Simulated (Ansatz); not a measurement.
Ansatz (a program for electronic structure) run on Na (Im-3m, 1 atom in the cell): self-consistent single point.

Method: PBE (plane waves, PAW; Ansatz).

```
CELL_PARAMETERS angstrom
     -2.14065     2.14065     2.14065
      2.14065    -2.14065     2.14065
      2.14065     2.14065    -2.14065
ATOMIC_POSITIONS crystal
  Na 0.00000 0.00000 0.00000
```

Reference input (self-consistent single point, DFT, PBE, plane waves, default PAW files): basis.ecutwfc = 420 eV; kpoints.mp_grid.grid = 11 11 11; hamiltonian.xc = pbe; hamiltonian.pseudopotentials = {kind: paw} (the program's default PAW files); scf.occupations.method = fermi_dirac; scf.occupations.width = 0.1 eV. This run's input differs from it in these lines:

Ansatz 0.2 input:
```diff
@@ -10,3 +10,3 @@
 kpoints:
-  mp_grid: { grid: [11, 11, 11] }
+  mp_grid: { grid: [21, 21, 21] }
 hamiltonian:
```

The program printed (abridged):

```
SCF iter   1: F=—  HF=-1486.421022 eV  |F-HF|=—  |Δ(HF+E_count)|=         —  Δρ=4.81e-4  dr2=4.37e-5  ethr=1.77e-3  ⟨swp⟩=4.9  Hψ=16460  notcnv=0
all-band conjugate gradients solve this SCF's bands
preconditioner: auto → Kerker (q_TF=auto, 2.135 Å⁻¹)
SCF iter   2: F=—  HF=-1486.420894 eV  |F-HF|=—  |Δ(HF+E_count)|=   1.29e-4  Δρ=1.45e-4  dr2=5.72e-6  ethr=4.85e-7  ⟨swp⟩=2.2  Hψ=6263  notcnv=0
SCF iter   3: F=—  HF=-1486.420913 eV  |F-HF|=—  |Δ(HF+E_count)|=   1.91e-5  Δρ=7.80e-5  dr2=2.36e-6  ethr=6.36e-8  ⟨swp⟩=2.4  Hψ=3615  notcnv=0
SCF iter   4: F=—  HF=-1486.420919 eV  |F-HF|=—  |Δ(HF+E_count)|=   6.36e-6  Δρ=2.76e-5  dr2=2.77e-7  ethr=2.63e-8  ⟨swp⟩=2.5  Hψ=3923  notcnv=0
iter 5 did not close the SCF: its close was put off for the readings that it lacked (scf_convergence_deferred on its scf_iter line)
SCF iter   5: F=-1486.420919 eV  HF=-1486.420919 eV  |F-HF|=2.27e-8  |Δ(HF+E_count)|=   5.98e-8  Δρ=9.52e-6  dr2=1.86e-8  ethr=3.08e-9  ⟨swp⟩=2.0  Hψ=3609  notcnv=0
SCF iter   6: F=-1486.420919 eV  HF=-1486.420919 eV  |F-HF|=8.44e-10  |Δ(HF+E_count)|=   9.04e-9  Δρ=2.18e-6  dr2=1.04e-9  ethr=2.06e-10  ⟨swp⟩=2.0  Hψ=8115  notcnv=0
SCF 1 converged in 6 iterations: F = -1486.420919 eV  dr2 = 1.04e-9
Free energy (F): -1486.420919 eV
Internal energy: -1486.404562 eV  (E = F + TS)
E sigma→0 (E₀):  -1486.412740 eV
Entropy (-TS):   -0.016357 eV (-16.357 meV/atom)
Fermi energy:    1.506691 eV
--- Forces (eV/Å), atoms counted from 1 ---
  atom   1  Na     0.00000000     0.00000000     0.00000000
--- Stress (GPa, compression-positive) ---
       -0.401339      -0.000000      -0.000000
        0.000000      -0.401339       0.000000
        0.000000       0.000000      -0.401339
  P = ⅓ Tr σ = -0.4013 GPa (-4.013 kbar)
  The stress holds the Pulay correction. Without it, at fixed plane waves, as pw.x and ABINIT print it: P = -0.4030 GPa
```

The run converged in 6 iterations. Against the reference run the free energy rises by 1.4 meV/atom and the pressure moves little (-0.41 to -0.40 GPa).

The starting cell has typed, rounded lattice constants, without a prior relaxation at this level. Its lattice was rescaled by up to half a per cent. Ansatz's pressure includes its estimate of the finite-basis (Pulay) stress.
